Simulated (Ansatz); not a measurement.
**Point defect O vacancy + Al on the Si site + Al on the Si site in alpha quartz**

All values below come from PBE, PAW (plane waves to 420 eV; Ansatz, an electronic-structure program). Cell and caveats: 72-site cell; 2×2×2 Γ-centred k-points; start: the O site; Si 1.63 Å away; Si 1.63 Å away; not converged in cell size; relaxed from one start, so a lower configuration may exist; flagged in the runs: a host whose relaxation on this sampling wasn't shown to rest.

Neighbours after relaxation, in Å: of the emptied site: Al 2.03, O 2.51, O 2.70, O 2.78; of the Al atom: O 1.70, O 1.71, O 1.73, O 2.08; of the Al atom: O 1.67, O 1.69, O 1.70, Si 2.89, O 3.00, Si 3.02, Si 3.23.

Formation energies E_f are those of the neutral cell. Chemical conditions: O-rich (Δμ(O) = 0.00 eV, Δμ(Si) = -8.33 eV, Δμ(Al) = -7.45 eV, bounded by corundum; only phases computed here count, gases as isolated molecules at 0 K); Si-rich (Δμ(O) = -4.16 eV, Δμ(Si) = 0.00 eV, Δμ(Al) = -1.20 eV, bounded by corundum; only phases computed here count, gases as isolated molecules at 0 K). Reference phases: Al: fcc Al, O: O2 molecule in a box, Si: silicon.

In at least one state atoms left their starting sites on relaxation (a large move, or an atom on the emptied site), so the name describes the start.

The name describes the start; the neighbours show where the atoms ended.

| charge | moment (μB) | point group | largest move off a lattice site (Å) | E_f, O-rich (eV) | E_f, Si-rich (eV) |
|---|---|---|---|---|---|
| 0 | not spin-polarised | C1 | 1.37 | 2.68 | 2.68 |

Point groups are those of the whole cell at tolerances of 0.03 and 0.1 Å ("near" where only the looser one holds); none is given for unsettled states.

Flagged in the runs: a host whose relaxation on this sampling wasn't shown to rest.

All states together cost roughly 24 core-minutes.
